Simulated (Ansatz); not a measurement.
Base system: AlP in the zinc blende structure (space group F-43m, No. 216; a = 5.5078 Å).

Level of theory: Ansatz (a first-principles code) PBE, without spin-orbit coupling.

Base values:

```
Item                           Result
---------  --------------------------
Band gap                      1.63 eV
Hole mass  0.19, 0.56, 0.56 mₑ (at Γ)
Density                    2.30 g/cm³
```

It is then changed as follows: cell and atoms relaxed at a pressure of 2.1 GPa.

Question: Predict the new band gap, hole mass and density.

Answer: The band gap falls by 0.047 eV (1.63 eV → 1.59 eV); the hole mass (degenerate bands, along [100]) changes from 0.19, 0.56, 0.56 mₑ (at Γ) to 0.20, 0.55, 0.55 mₑ (at Γ); the density increases by 0.06 g/cm³, from 2.30 g/cm³ to 2.36 g/cm³.

Load acts through the strain it causes; cell and atoms are relaxed under it. Effective masses come from finite differences of ±0.01 Å⁻¹. Stability against distortions was not tested. Tetrahedral semiconductors of this kind turn to denser phases somewhere between about 1 and 50 GPa; those were not computed, so compressed cells here can lie past the real transition.
